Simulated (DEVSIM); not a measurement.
Structure: abrupt GaAs p-n junction, at 300 K.

| layer (left to right) | material | thickness (μm) | Nd (cm⁻³) | Na (cm⁻³) | τn (s) | τp (s) |
|---|---|---|---|---|---|---|
| 1 | GaAs | 0.590 | - | 1.7e15 | 6.5e-9 | 6.5e-9 |
| 2 | GaAs | 160 | 2.3e15 | - | 6.5e-9 | 6.5e-9 |

Left contact: ohmic. Right contact: ohmic. Voltage is applied to the left contact. Recombination: SRH at mid-gap, Auger. Mobility is constant in doping.

Constants are typed, rounded textbook-type inputs, not results; the design itself was drawn at random and stands for no fabricated device. Values at 300 K.

| parameter | GaAs |
|---|---|
| gap (eV) | 1.424 |
| affinity (eV) | 4.07 |
| permittivity | 12.9 |
| Nc (cm⁻³) | 4.7e17 |
| Nv (cm⁻³) | 9e18 |
| μn (cm²/Vs) | 8500 |
| μp (cm²/Vs) | 400 |
| Cn (cm⁶/s) | 1e-30 |
| Cp (cm⁶/s) | 1e-30 |

DEVSIM, 1D drift-diffusion, Boltzmann statistics, complete ionisation; no tunnelling, impact ionisation, image-force lowering or self-heating.

The doping Na of layer 1 was swept, all else fixed.

```tsv
doping Na of layer 1 (cm^-3)	dark forward voltage at 100 A/cm² (V)	largest field in the device at zero bias (V/cm)	potential step across the device at zero bias (V)	dark forward voltage at 1 A/cm² (V)
5.1e13	1.400	12000	0.974	0.743
1.7e14	1.434	13000	1.005	0.778
5.1e14	1.468	14000	1.034	0.817
1.7e15	1.503	17000	1.065	0.869
5.1e15	1.533	22000	1.093	0.906
1.7e16	1.562	25000	1.124	0.939
5.1e16	1.585	26000	1.153	0.965
```

From the first row to the last the dark forward voltage at 100 A/cm² goes from 1.400 to 1.585. From the first row to the last the largest field in the device at zero bias goes from 12000 to 26000.
